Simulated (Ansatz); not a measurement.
System: C (model structure, P6₁22, No. 178, 6 atoms in the cell). Method: LDA (Ansatz, a program for electronic structure, plane waves, PAW).

Numerical settings: plane-wave cutoff 520 eV, 12×12×10 k mesh (along the axes of the cell as run), Fermi–Dirac smearing 0.01 eV, scalar-relativistic PAW data made under PBE.

Cell (relaxed at this level):

C is modelled in the hexagonal space group P6₁22 (No. 178), Pearson symbol hP6. Conventional cell: a = b = 3.5354 Å, c = 3.3360 Å, α = β = 90.00°, γ = 120.00°. C on 6b is surrounded by 4 C at 1.527–1.544 Å. (Neighbours: up to the widest gap in distance over summed covalent radii, below 1.35, at either atom.)

Task: Give the computed band gap, direct gap at Γ and bulk modulus B0.

Result: 
* **band gap**: 4.01 eV (on the SCF k mesh)
* **direct gap at Γ**: 7.01 eV
* **bulk modulus B0**: 418 GPa

Note: the bulk modulus is −V dP/dV from two relaxed cells at ±2 % in volume; the relaxation could raise the start's symmetry but not lower it, so the cell can be a saddle point.

The computed numbers hold no vibrational or temperature effects.

A model structure was made by putting elements into a prototype or built by hand; it is no filed structure, need not be a known phase, and can be a saddle point held by its symmetry.
